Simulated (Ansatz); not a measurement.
```yaml
crystal:
  lattice:
    - [5.25597, 0.00000, 0.00000]
    - [0.00000, 5.25597, 0.00000]
    - [2.62799, -2.62799, 5.41147]
  atoms:
    - { symbol: Zn, position: [0.00000, 0.00000, 0.00000] }
    - { symbol: Zn, position: [0.25000, 0.25000, 0.50000] }
    - { symbol: Si, position: [0.50000, 0.50000, 0.00000] }
    - { symbol: Si, position: [0.75000, 0.75000, 0.50000] }
    - { symbol: P, position: [0.62500, 0.39006, 0.25000] }
    - { symbol: P, position: [0.39006, 0.12500, 0.75000] }
    - { symbol: P, position: [0.12500, 0.85994, 0.25000] }
    - { symbol: P, position: [0.85994, 0.62500, 0.75000] }
```

No spin polarisation.

Method: PBE (Ansatz, a quantum-chemistry and plane-wave program; PAW; 420 eV plane waves; no spin-orbit coupling). k-mesh 9×9×9 (Γ-centred); smearing 0.05 eV (Fermi–Dirac).

Task: Predict the mean in-plane stress (compression positive).

Result: +4.5 GPa.

Task: Estimate the gap character.

Result: Indirect, Γ → M–S (33 % along).

Task: Predict the band gap.

Result: 1.28 eV.

The cells carry an imposed strain or load. Stability against distortions was not tested. The cell was made from ZnSiP2 in the chalcopyrite structure (space group I-42d, No. 122) by this change: biaxial strain −3.00 %, plane normal [001], relaxed out of plane.
